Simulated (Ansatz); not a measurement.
The reference is ZnO in the wurtzite structure (space group P6_3mc, No. 186; a = 3.230 Å, c = 5.215 Å).

Levels (all Ansatz, a first-principles code, PAW): PBEsol (420 eV, no spin-orbit coupling); r2SCAN (500 eV, without spin-orbit coupling); HSE06 (420 eV, no spin-orbit coupling).

At the geometry relaxed with PBEsol, these levels gave the following band gaps, in shuffled order: (a) 0.70 eV, (b) 1.24 eV, (c) 2.53 eV.

Q: Match each gap to its level.

A: (a) PBEsol; (b) r2SCAN; (c) HSE06.

Single points use the geometry relaxed with PBEsol. Whether these cells are dynamically stable was not tested.
